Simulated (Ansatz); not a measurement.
Ansatz (an electronic-structure program), DFT, HSE06, plane waves, its default PAW files: fcc Cu, atoms displaced, 4 atoms. Basis and mesh were picked for this test and aren't claimed converged.

- cell = 3.62, 3.62, 3.62 Å; 90, 90, 90°
- distance to the nearest atom = 2.51 to 2.53 Å
- task = single point
- k mesh = 4×4×4
- hamiltonian.xc = hse06
- kind of files = paw
- scf.occupations.method = fermi_dirac
- scf.occupations.width = 0.1 eV
- output.forces = true
- memory maximum (--max-ram) = 200GiB
- accuracy = medium (default)
- basis.precision = auto (default)
- basis.xc_grid = 2 (default)
- scf.eigensolver.kind = auto (default)
- scf.mixing.algorithm = auto (default)
- scf.mixing.preconditioner = auto (default)
- scf.convergence.dr2_threshold = 1e-07 (default)
- scf.lower_state_search = light (default)
- k-points after symmetry = 36
- bands at the start = 46
- electrons = 76
- plane waves at Γ = 925
- cutoff (eV) = 420
- FFT grid = 25×25×25
- symmetry operations = 1

Hardware: Arm Neoverse V2, 96 cores on 1 socket, no SMT, 1 L3 cache group.

Wall times, medians of two to five repeats, each run alone on the node (launch to exit). Processes are pinned to neighbouring cores unless said otherwise. The times hold for this build (release build for Arm (Neoverse V2), one process with threads). Scratch files lie in a memory file system.

All on 88 threads. The candidates, on 88 cores each, agree within 1.0 meV/atom in energy, 10 meV/Å in forces (largest component):
A. scf.exx.build = pair_densities, scf.exx.ecutfock_ratio = 2
B. scf.exx.build = pair_densities, scf.exx.ecutfock_ratio = not set
C. scf.exx.build = auto (default), scf.exx.ecutfock_ratio = not set
D. scf.exx.build = pair_densities, scf.exx.ecutfock_ratio = 4
E. scf.exx.build = auto_tight, scf.exx.ecutfock_ratio = not set

### Question
Which of these settings finishes first?

### Answer
C and E, at 3.9 s, level within 8 % or the scatter of repeats. At the other end B takes 22× as long.

```
candidate  wall time            repeats  SCF iterations (all cycles of the run, searches included)
---------  ---------  -----------------  ---------------------------------------------------------
C              3.9 s  2 runs within 1 %                                                         28
E              3.9 s  2 runs within 2 %                                                         28
D               87 s  2 runs within 1 %                                                         28
A               87 s  2 runs within 1 %                                                         28
B               87 s  2 runs within 1 %                                                         28
```

From the slowest to the fastest: The largest move is in building exact exchange (ace_build): 70 s to 0.83 s. The exchange builds carry the change: 4 full builds at 18 s each (pair densities) against 4 at 0.21 s (convolution over the k mesh). In the fastest run the program took: scf.mixing.algorithm MSR1, scf.mixing.preconditioner none, scf.eigensolver.kind davidson, --slots 36, --kpoint-pools 1.

Keys are those of Ansatz 0.2.
